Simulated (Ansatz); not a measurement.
**Worked example: self-consistent single point of SrAg2 (Imm2, 6 atoms in the cell) in Ansatz (a first-principles code)**

Computed with LDA (PW92), default PAW files made with PBE (plane waves; Ansatz).

This input was run:

Ansatz 0.2 input:
```yaml
crystal:
  lattice:
    - [-2.36938900, 3.86185900, 4.13646900]
    - [2.36938900, -3.86185900, 4.13646900]
    - [2.36938900, 3.86185900, -4.13646900]
  atoms:
    - { symbol: Sr, position: [0.30105400, 0.05105400, 0.25000000] }
    - { symbol: Sr, position: [0.70499000, 0.95499000, 0.75000000] }
    - { symbol: Ag, position: [0.28310000, 0.33769000, 0.94541000] }
    - { symbol: Ag, position: [0.71690000, 0.66231000, 0.05459000] }
    - { symbol: Ag, position: [0.89228000, 0.33769000, 0.55459000] }
    - { symbol: Ag, position: [0.10772000, 0.66231000, 0.44541000] }
basis:
  ecutwfc: 30.9 Ry
kpoints:
  mp_grid: { grid: [5, 5, 5] }
hamiltonian:
  xc: lda
  pseudopotentials: { kind: paw }
scf:
  occupations: { method: gaussian, width: 0.0073 Ry }
output:
  forces: true
  eigenvalues: true
  stress: true
```

Output, abridged:

```
WARN ansatz: RAYON_NUM_THREADS=1 ignored (pool sized by the plan → 1); use --threads N
Pseudopotentials: kind: paw
Pseudopotential: Sr, paw, valence charge 10
Pseudopotential: Ag, paw, valence charge 19
Crystal: 6 atoms, lattice volume = 151.399 Å³
Basis set: ecut = 420.4159175005146 eV, 2947 PW (Γ)
Bands: 58, of which v1, the nominal top of the filled ones, is band 48 counted from 1 (47 counted from 0)
Symmetry: 4 space group operations
Space group: Imm2 (ITA 44), of the structure as read, at distance tolerance 5.3e-5 Å
k-points: 27 of 125 (time reversal used)
PAW frozen core: Sr, regenerated for the run's functional, and the local potential with it
PAW frozen core: Ag, regenerated for the run's functional, and the local potential with it
Initial density: superposition of atomic densities (neutral atoms: chi_scale 0, normalization atom), corrected by the library's trained network
Initial wavefunctions: pseudopotential atomic-orbital guess
Eigensolver: davidson
Functional: x = slater, c = lda
SCF iter   1: F=—  HF=-36722.834372 eV  |F-HF|=—  |Δ(HF+E_count)|=         —  Δρ=9.04e-3  dr2=1.08e-1  ethr=1.77e-3  ⟨swp⟩=9.6  Hψ=7177  notcnv=0  defer=1
all-band conjugate gradients solve this SCF's bands
preconditioner: auto → Kerker (q_TF=auto, 2.529 Å⁻¹)
SCF iter   2: F=—  HF=-36722.807085 eV  |F-HF|=—  |Δ(HF+E_count)|=   2.73e-2  Δρ=3.21e-3  dr2=1.15e-2  ethr=1.13e-4  ⟨swp⟩=2.0  Hψ=2392  notcnv=0  defer=5
SCF iter   3: F=—  HF=-36722.804117 eV  |F-HF|=—  |Δ(HF+E_count)|=   2.97e-3  Δρ=1.26e-3  dr2=1.96e-3  ethr=1.20e-5  ⟨swp⟩=2.0  Hψ=1999  notcnv=0  defer=5
SCF iter   4: F=—  HF=-36722.803763 eV  |F-HF|=—  |Δ(HF+E_count)|=   3.54e-4  Δρ=2.45e-4  dr2=2.80e-4  ethr=2.04e-6  ⟨swp⟩=2.3  Hψ=2495  notcnv=0  defer=5
SCF iter   5: F=—  HF=-36722.803703 eV  |F-HF|=—  |Δ(HF+E_count)|=   5.99e-5  Δρ=8.66e-5  dr2=2.55e-5  ethr=2.92e-7  ⟨swp⟩=2.0  Hψ=1836  notcnv=0  defer=5
SCF iter   6: F=—  HF=-36722.803515 eV  |F-HF|=—  |Δ(HF+E_count)|=   1.88e-4  Δρ=2.16e-5  dr2=1.21e-6  ethr=2.66e-8  ⟨swp⟩=2.0  Hψ=2265  notcnv=0  defer=5
SCF iter   7: F=—  HF=-36722.803515 eV  |F-HF|=—  |Δ(HF+E_count)|=   1.47e-7  Δρ=1.26e-5  dr2=2.56e-7  ethr=1.26e-9  ⟨swp⟩=2.0  Hψ=2268  notcnv=0  defer=5
SCF iter   8: F=-36722.803515 eV  HF=-36722.803515 eV  |F-HF|=4.28e-8  |Δ(HF+E_count)|=   3.89e-8  Δρ=5.57e-6  dr2=5.85e-8  ethr=1.04e-10  ⟨swp⟩=10.8  Hψ=7174  notcnv=0
SCF 1 converged in 8 iterations: F = -36722.803515 eV  dr2 = 5.85e-8
SCF converged after 8 iterations
Free energy (F): -36722.803515 eV
Harris-Foulkes:  -36722.803515 eV  (|F-HF|=4.28e-8)
Internal energy: -36722.789941 eV  (E = F + TS)
E sigma→0 (E₀):  -36722.796728 eV
Entropy (-TS):   -0.013574 eV (-2.262 meV/atom)
Fermi energy:    11.242374 eV
--- Per-component energies (eV) ---
  E_band       = -1539.218501
  E_kinetic    = 2600.713776
  E_local      = -13794.612093  (includes V_loc(G=0)·N_el)
  E_nonlocal   = 755.550115
  E_hartree    = 5949.977578
  E_xc         = -1076.807687
  E_vxc        = -1260.598362  (∫ρ·V_xc dr)
  E_paw        = -20274.766108  (= ΣΔE_a)
  E_vpaw       = -1740.223348  (= ΣTr[D̂ρ^β])
  E_aug_tail   = 0.001006  (compensation charges beyond the density's cutoff)
  E_ewald      = -10886.334029
  E_core_change = 3.487501  (= ΣΔE_core)
  E_smearing   = -0.013574  (= −TS)
  E_closure    = 0.000000  (closes the sum)
  Σ components = -36722.803515   (vs F -36722.803515, Δ=0.00e0)
--- Forces (eV/Å), atoms counted from 1 ---
  atom   1  Sr     0.00000000     0.00000000    -0.22640126
  atom   2  Sr     0.00000000     0.00000000     0.12196603
  atom   3  Ag     0.00000000    -0.06091758     0.02393746
  atom   4  Ag     0.00000000     0.04261612     0.02827178
  atom   5  Ag     0.00000000     0.06091758     0.02393746
  atom   6  Ag     0.00000000    -0.04261612     0.02827178
  max |Σ_I F_I| component: 1.68e-5 eV/Å
--- Stress (GPa, compression-positive) ---
       -3.034781       0.000000       0.000000
        0.000000      -4.238263       0.000000
        0.000000       0.000000      -4.083721
  P = ⅓ Tr σ = -3.7856 GPa (-37.856 kbar)
  The stress holds the Pulay correction. Without it, at fixed plane waves, as pw.x and ABINIT print it: P = -3.7957 GPa
--- Band table (eV; the first three rows and the last of 27) ---
  k-point 0: bands = ["-80.6818", "-80.6764", "-80.6700", "-80.6674", "-44.2625", "-44.2597", "-44.2536", "-44.2305", "-44.2285", "-44.2234", "-44.2224", "-44.1874", "-44.1698", "-44.1681", "-44.1628", "-44.1536", "-24.2563", "-24.2282", "-6.4348", [...]
  k-point 1: bands = ["-80.6808", "-80.6756", "-80.6710", "-80.6682", "-44.2630", "-44.2564", "-44.2547", "-44.2328", "-44.2288", "-44.2197", "-44.2163", "-44.1894", "-44.1824", "-44.1734", "-44.1536", "-44.1521", "-24.2539", "-24.2297", "-6.4147", [...]
  k-point 2: bands = ["-80.6781", "-80.6750", "-80.6724", "-80.6701", "-44.2620", "-44.2586", "-44.2477", "-44.2394", "-44.2231", "-44.2170", "-44.2050", "-44.1978", "-44.1910", "-44.1829", "-44.1493", "-44.1488", "-24.2493", "-24.2327", "-6.3759", [...]
  k-point 26: bands = ["-80.6794", "-80.6770", "-80.6723", "-80.6669", "-44.2651", "-44.2538", "-44.2508", "-44.2459", "-44.2265", "-44.2096", "-44.2049", "-44.1999", "-44.1908", "-44.1715", "-44.1576", "-44.1460", "-24.2498", "-24.2332", "-6.4599", [...]
```

The run converged in 8 iterations.

The starting cell comes from a database of computed structures (which also holds hypothetical and non-ambient phases and stackings), without a prior relaxation at this level. Its lattice was rescaled by up to half a per cent. One atom was moved a little off its site on purpose. With a pressure of about -4 GPa the cell is away from its equilibrium volume at this level. Ansatz's pressure includes its estimate of the finite-basis (Pulay) stress.
